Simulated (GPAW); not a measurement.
A self-consistent single point of Mg (P6_3/mmc, 4 atoms in the cell) with GPAW

Computed with PBE, GPAW PAW datasets PBE (gpaw-data 1.0.1) (plane waves; GPAW).

The input file:

```python
from ase import Atoms
from ase.units import GPa
from gpaw import GPAW, PW

atoms = Atoms(['Mg', 'Mg', 'Mg', 'Mg'],
              cell=[[3.223529, 0.000000, 0.000000],
                    [-1.611765, 2.791658, 0.000000],
                    [0.000000, 0.000000, 10.470547]],
              positions=[[0.000000, 0.000000, 0.000000],
                         [0.000000, 0.000000, 5.235273],
                         [-0.000002, 1.861106, 2.617637],
                         [1.611766, 0.930552, 7.852910]],
              pbc=True)

calc = GPAW(mode=PW(850),
            xc='PBE',
            kpts={'size': (8, 8, 3), 'gamma': True},
            occupations={'name': 'methfessel-paxton', 'width': 0.1, 'order': 0},
            nbands=-10,
            convergence={'density': 1e-05, 'energy': 1e-05},
            symmetry={'symmorphic': False, 'tolerance': 0.0005},
            maxiter=150,
            txt='-')

atoms.calc = calc

energy = atoms.get_potential_energy()
print('Energy (eV):', round(energy, 6))
forces = atoms.get_forces()
print('Forces (eV/Ang):')
print(forces.round(5))
stress = atoms.get_stress()
print('Stress (GPa, Voigt):', (stress / GPa).round(4))
```

Output (repeated stretches shortened):

```
Input parameters:
  convergence: {density: 1e-05,
                energy: 1e-05}
  kpts: {gamma: True,
         size: (8, 8, 3)}
  maxiter: 150
  mode: {ecut: 850.0,
         name: pw}
  nbands: -10
  occupations: {name: methfessel-paxton,
                order: 0,
                width: 0.1}
  symmetry: {symmorphic: False,
             tolerance: 0.0005}
  xc: PBE

species:
  Mg:
    name: Magnesium
    Z: 12.0
    valence: 10
    core: 2
    charge: 0.0
    file: Mg.PBE.gz

    # Using partial waves for Mg as LCAO basis

Reference energy: -21798.579555  # eV

Spin-paired calculation

Convergence criteria:
 Maximum [total energy] change in last 3 cyles: 1e-05 eV / valence electron
 Maximum integral of absolute [dens]ity change: 1e-05 electrons / valence electron
 Maximum integral of absolute [eigenst]ate change: 4e-08 eV^2 / valence electron
 Maximum number of scf [iter]ations: 150

Symmetries present (total): 24
Symmetries with fractional translations: 12
192 k-points: 8 x 8 x 3 Monkhorst-Pack grid + [1/16,1/16,0.000000]
20 k-points in the irreducible part of the Brillouin zone
       k-points in crystal coordinates                weights
   0:     0.00000000    0.00000000    0.00000000          1/192
   1:     0.00000000    0.00000000    0.33333333          2/192
   2:     0.12500000    0.00000000    0.00000000          6/192
   [... 7 lines left out ...]
          ...
  19:     0.50000000    0.50000000    0.33333333          6/192

Wave functions: Plane wave expansion
  Cutoff energy: 850.000 eV
  Number of coefficients (min, max): 5288, 5354
  Pulay-stress correction: 0.000000 eV/Ang^3 (de/decut=0.000000)

Occupation numbers: Methfessel-Paxton:
  width: 0.1000  # eV
  order: 0

Eigensolver

Densities:
  Coarse grid: 24*24*72 grid
  Fine grid: 48*48*144 grid
  Total Charge: 0.000000

Density mixing:
  Method: separate
  Backend: pulay
  Linear mixing parameter: 0.05
  old densities: 5
  Damping of long wavelength oscillations: 50

Hamiltonian:
  XC and Coulomb potentials evaluated on a 48*48*144 grid
  External potential:
    NoExternalPotential

XC parameters: PBE with 2 nearest neighbor stencil

Number of atoms: 4
Number of atomic orbitals: 32
Number of bands in calculation: 30
Number of valence electrons: 40
Bands to converge: occupied

Density initialized from atomic densities
  30 bands from LCAO basis set

Atomic positions and initial magnetic moments

Positions:
   0 Mg     0.000000    0.000000    0.000000    ( 0.0000,  0.0000,  0.0000)
   1 Mg     0.000000    0.000000    5.235273    ( 0.0000,  0.0000,  0.0000)
   2 Mg    -0.000002    1.861106    2.617637    ( 0.0000,  0.0000,  0.0000)
   3 Mg     1.611766    0.930552    7.852910    ( 0.0000,  0.0000,  0.0000)

Unit cell:
           periodic     x           y           z      points  spacing
  1. axis:    yes    3.223529    0.000000    0.000000    24     0.1163
  2. axis:    yes   -1.611765    2.791658    0.000000    24     0.1163
  3. axis:    yes    0.000000    0.000000   10.470547    72     0.1454

  Lengths:   3.223529   3.223529  10.470547
  Angles:   90.000000  90.000000 120.000008

Effective grid spacing dv^(1/3) = 0.1315

     iter     time        total  log10-change:
                         energy   eigst   dens
iter:   1 --:--:--    -6.375753
iter:   2 --:--:--    -6.466955   -0.07  -1.55
iter:   3 --:--:--    -6.504940   -1.30  -1.58
iter:   4 --:--:--    -6.517841   -1.93  -1.95
iter:   5 --:--:--    -6.517914   -2.76  -2.89
iter:   6 --:--:--    -6.522126   -3.59  -2.90
iter:   7 --:--:--    -6.515322   -3.41  -2.68
iter:   8 --:--:--    -6.515504   -4.36  -3.53
iter:   9 --:--:--    -6.515351c  -5.53  -3.47
iter:  10 --:--:--    -6.515353c  -5.26  -3.84
iter:  11 --:--:--    -6.515307c  -6.08  -3.89
iter:  12 --:--:--    -6.515307c  -7.58c -4.90
iter:  13 --:--:--    -6.515307c  -8.27c -4.93
iter:  14 --:--:--    -6.515307c  -8.79c -4.99
iter:  15 --:--:--    -6.515307c  -8.36c -5.04c

Converged after 15 iterations.

Dipole moment: (-0.000000, 0.000000, -0.000001) |e|*Ang

Energy contributions relative to reference atoms: (reference = -21798.579555)

Kinetic:         -8.281505
Potential:      +12.405839
External:        +0.000000
XC:             -10.544527
Entropy (-ST):   -0.007385
Local:           -0.091421
SIC:             +0.000000
--------------------------
Free energy:     -6.518999
Extrapolated:    -6.515307

Showing only first 2 kpts
 Kpt  Band  Eigenvalues  Occupancy
  0    18     -2.04525    2.00000
  0    19      1.75970    2.00000
  0    20      2.16076    2.00000
  0    21      8.34755    0.00000

  1    18     -0.99691    2.00000
  1    19      0.33504    2.00000
  1    20      3.85143    0.00000
  1    21      5.98014    0.00000

Fermi level: 3.44347

No gap
No difference between direct/indirect transitions
Energy (eV): -6.515307

Forces in eV/Ang:
  0 Mg    0.00000    0.00000    0.00000
  1 Mg   -0.00000   -0.00000    0.00000
  2 Mg    0.00000    0.00000    0.00000
  3 Mg    0.00000   -0.00000    0.00000

Stress tensor:
     0.004400     0.000000     0.000000
     0.000000     0.004400     0.000000
     0.000000     0.000000     0.006829
Stress (GPa, Voigt): [0.7049 0.7049 1.0941 0.     0.     0.    ]
```

The run converged in 15 iterations. GPAW prints stress with tension positive.

The starting cell comes from a database of computed structures (which also holds hypothetical and non-ambient phases and stackings), without a prior relaxation at this level. Its lattice was rescaled by a random factor within 2.5 % of one.

Cost on one core of a shared machine: roughly 70 s.
